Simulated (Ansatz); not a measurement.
End structure of the (321) surface of bcc Na in its 1x1 cell, outermost plane spacing 1.12 Å in the ideal cut:

```
CELL_PARAMETERS angstrom
      3.63731     0.00000     0.00000
     -1.21244     9.07304     0.00000
      0.00000     0.00000    26.50000
ATOMIC_POSITIONS crystal
  Na 0.82897 0.35321 0.31623
  Na 0.58243 0.71409 0.35351
  Na 0.28295 0.06535 0.39197
  Na 0.17055 0.43015 0.43758
  Na 0.94533 0.78452 0.48174
  Na 0.69753 0.14405 0.51826
  Na 0.47231 0.49842 0.56242
  Na 0.35991 0.86322 0.60803
  Na 0.06042 0.21448 0.64649
  Na 0.81389 0.57536 0.68377
```

Model: 10-atom slab, 10.1 Å thick at the start (thin: gaps and levels are the slab's own), 10x4x1 mesh, Fermi-Dirac 0.1 eV, dipole correction, single point; on the structure that PBE left under its start's symmetry; no spin, no spin-orbit, no U.

Problem. Predict the surface energy (mean of both faces) from r2SCAN, at the PBE geometry in Ansatz (a quantum-chemistry and plane-wave program).

Solution. 0.26 J/m²

Problem. Give the work function of the top face at the level r2SCAN, at the PBE geometry.

Solution. 2.79 eV
